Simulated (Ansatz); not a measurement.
Results of LDA (plane waves, PAW; Ansatz, a program for electronic structure) for Si3N4 (P6₃/m, No. 176).

Settings: plane-wave cutoff 520 eV, 6×6×12 k mesh (along the axes of the cell as run), scalar-relativistic PAW data made under PBE.

Computed at the level's own relaxed cell.

Elastic tensor (GPa, Voigt notation, ions relaxed):

```
  422.4   199.3   118.8     0.0     0.0     0.0
  199.3   422.4   118.8     0.0     0.0     0.0
  118.8   118.8   552.5     0.0     0.0     0.0
    0.0     0.0     0.0    99.0     0.0     0.0
    0.0     0.0     0.0     0.0    99.0     0.0
    0.0     0.0     0.0     0.0     0.0   111.6
```

### Question
Work out the Voigt, Reuss and Hill averages of the bulk and shear moduli, Young's modulus and Poisson's ratio from the printed constants.

### Answer
K_V = [C11 + C22 + C33 + 2(C12 + C13 + C23)]/9 = [1397.3 + 2 × 436.9]/9 = 252.3 GPa. G_V = [1397.3 − 436.9 + 3 × 309.6]/15 = 125.9 GPa. From the compliances S = C⁻¹, K_R = 251.9 and G_R = 116.5 GPa. Hill means: K = 252.1, G = 121.2 GPa. E = 9KG/(3K + G) = 313 GPa, ν = (3K − 2G)/(6K + 2G) = 0.29, K/G = 2.08.

The computed numbers hold no vibrational or temperature effects.
